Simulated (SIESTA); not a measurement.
SIESTA run on La (P3m1, 4 atoms in the cell): relaxation of the atoms.

Method: GGA PBEsol, numerical atomic orbitals DZP, PseudoDojo PBEsol standard norm-conserving potentials (rewritten from UPF to PSML) run with SIESTA.

The change in words: one atom moved by 0.15 angstrom; MD.TypeOfRun: default → Broyden; MD.Steps: default → 40; MD.MaxForceTol: default → 0.03 eV/Ang. Reference geometry:
```xyz
4
Lattice="1.8756 -3.2486 0.0000 1.8756 3.2486 0.0000 0.0000 0.0000 12.0992" Properties=species:S:1:pos:R:3 pbc="T T T"
La     0.0000     0.0000     6.0496
La     0.0000     0.0000     0.0000
La     1.8756     1.0829     3.0248
La     1.8756    -1.0829     9.0744
```

Reference input (self-consistent single point, DFT, GGA PBEsol, numerical atomic orbitals DZP, PseudoDojo PBEsol standard norm-conserving potentials (rewritten from UPF to PSML)): XC.functional = GGA; XC.authors = PBEsol; potentials = PseudoDojo PBEsol standard; PAO.BasisSize = DZP; PAO.EnergyShift = 0.005 Ry; MeshCutoff = 350 Ry; kgrid.MonkhorstPack = 8 8 2; OccupationFunction = FD; ElectronicTemperature = 0.1 eV; MaxSCFIterations = 150; SCF.Mixer.Method = Pulay; SCF.Mixer.Weight = 0.1. This run's input differs from it in these lines:

```diff
@@ -17,6 +17,6 @@
 %block AtomicCoordinatesAndAtomicSpecies
-     0.000000000    0.000000000    6.049600000  1
+     0.000000000    0.000000000    6.199605882  1
      0.000000000    0.000000000    0.000000000  1
-     1.875575000    1.082863688    3.024800000  1
-     1.875575000   -1.082863688    9.074400000  1
+     1.875575000    1.082865832    3.024800000  1
+     1.875575000   -1.082865832    9.074400000  1
 %endblock AtomicCoordinatesAndAtomicSpecies
@@ -42,2 +42,5 @@
 Diag.ParallelOverK           true
+MD.TypeOfRun                 Broyden
+MD.Steps                     40
+MD.MaxForceTol               0.03 eV/Ang
 WriteForces                  true
```

Log, with long lists cut:

```
        iscf     Eharris(eV)        E_KS(eV)     FreeEng(eV)     dDmax    Ef(eV) dHmax(eV)
   scf:    1    -3791.457577    -3819.141032    -3819.301137  1.671747 -5.434727  3.591589
   scf:    2    -3817.010861    -3818.904305    -3819.063944  0.099471 -5.456771  4.491657
   scf:    3    -3819.572100    -3819.533928    -3819.694954  0.057197 -5.464102  1.155481
   scf:    4    -3819.763648    -3819.664637    -3819.829746  0.063273 -5.529534  0.693854
   scf:    5    -3819.698786    -3819.685921    -3819.851890  0.019153 -5.549324  0.369059
   [... 3 lines left out ...]
   scf:    9    -3819.702403    -3819.702162    -3819.868725  0.001650 -5.577366  0.010953
   scf:   10    -3819.702246    -3819.702216    -3819.868726  0.000451 -5.576927  0.012523
   scf:   11    -3819.702198    -3819.702210    -3819.868733  0.000176 -5.576849  0.000284
   scf:   12    -3819.702210    -3819.702210    -3819.868733  0.000012 -5.576837  0.000231
SCF Convergence by DM+H criterion
max |DM_out - DM_in|         :     0.0000123572
max |H_out - H_in|      (eV) :     0.0002307856
SCF cycle converged after 12 iterations

Using DM_out to compute the final energy and forces

siesta: E_KS(eV) =            -3819.7022

siesta: E_KS - E_eggbox =     -3819.7022

siesta: Atomic forces (eV/Ang):
     1    0.000000    0.000001   -0.492822
     2    0.000000    0.000000    0.069481
     3    0.000000   -0.000001    0.164750
     4    0.000000   -0.000000    0.258464
   Tot    0.000000   -0.000000   -0.000126
   Max    0.492822
   Res    0.168732    sqrt( Sum f_i^2 / 3N )
   Max    0.492822    constrained

Stress tensor Voigt[x,y,z,yz,xz,xy] (kbar):       -3.92       -3.92       -9.55        0.00        0.00        0.00
(Free)E + p*V (eV/cell)    -3819.3353
   [... lines left out ...]
outcell: Cell volume (Ang**3)        :    147.4403
        iscf     Eharris(eV)        E_KS(eV)     FreeEng(eV)     dDmax    Ef(eV) dHmax(eV)
siesta: FreeEng =     -3819.905575
   [... lines left out ...]
siesta:    -0.002246   -0.000000    0.000000
siesta:    -0.000000   -0.002248    0.000000
siesta:     0.000000    0.000000   -0.004758

siesta: Cell volume =        147.440272 Ang**3

siesta: Pressure (static):
siesta:                Solid            Molecule  Units
siesta:           0.00003359          0.00003288  Ry/Bohr**3
siesta:           0.00308438          0.00301883  eV/Ang**3
siesta:           4.94171360          4.83670286  kBar
```

The run converged. 

Summary of the result:
- Free energy E − TS = -3819.9056 eV
- Fermi level (on the code's own zero) = -5.58 eV
- Pressure = 0.49 GPa
- Largest force (vector length) = 0.010 eV/Å
- Relaxation steps = 5

The starting cell has typed, rounded lattice constants, without a prior relaxation at this level. Its lattice was rescaled by up to half a per cent. For this run, on top of that: one atom moved by 0.15 angstrom. Values carry the incompleteness of an atom-centred basis.

Cost on one core of a shared machine: roughly 6 min.
